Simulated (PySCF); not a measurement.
PySCF 2.14.0, MP2 (frozen core)/cc-pvdz: F/C=C1\C[SiH2][C@H]1N[SiH3], 18 atoms. The geometry is a generated start, not checked to be a minimum at this level.

```
Item                                                   Value
-------------------------------  ---------------------------
task                                                     mp2
basis                                                cc-pvdz
two-electron scheme              exact four-centre integrals
frozen core                                             true
mf.init_guess                                minao (default)
mf.DIIS                                      CDIIS (default)
mf.diis_space                                    8 (default)
mf.conv_tol                                  1e-09 (default)
basis functions (reference run)                          170
```

On 4 threads, 1 BLAS thread. Build: conda-forge: OpenMP (GNU), OpenBLAS with its own threads, libcint, Libxc. One run each, on a shared machine, so no times are given.

Values of mol.max_memory tried: 8000 MB, 4000 MB, 2000 MB, 1000 MB, 500 MB, 300 MB, 200 MB.

Q: How low can the memory setting go, and what changes on the way?

A: It runs down to 200 MB, the lowest tried, with the same result. At 8000 MB: SCF integrals in memory, transformation in memory. From 1000 MB down: direct SCF, transformation through a file.

| mol.max_memory | path | peak memory |
|---|---|---|
| 8000 MB | SCF integrals in memory, transformation in memory | 1.3 GiB |
| 4000 MB | SCF integrals in memory, transformation in memory | 1.3 GiB |
| 2000 MB | SCF integrals in memory, transformation in memory | 1.3 GiB |
| 1000 MB | direct SCF, transformation through a file | 0.93 GiB |
| 500 MB | direct SCF, transformation through a file | 0.93 GiB |
| 300 MB | direct SCF, transformation through a file | 0.93 GiB |
| 200 MB | direct SCF, transformation through a file | 0.93 GiB |

Peak memory is the kernel's count for the largest process, libraries included and scratch files not. The peak passes the setting at 500 MB, 300 MB, 200 MB: it is no hard cap. MP2's transformation through a file may take 2000 MB even at lower settings.
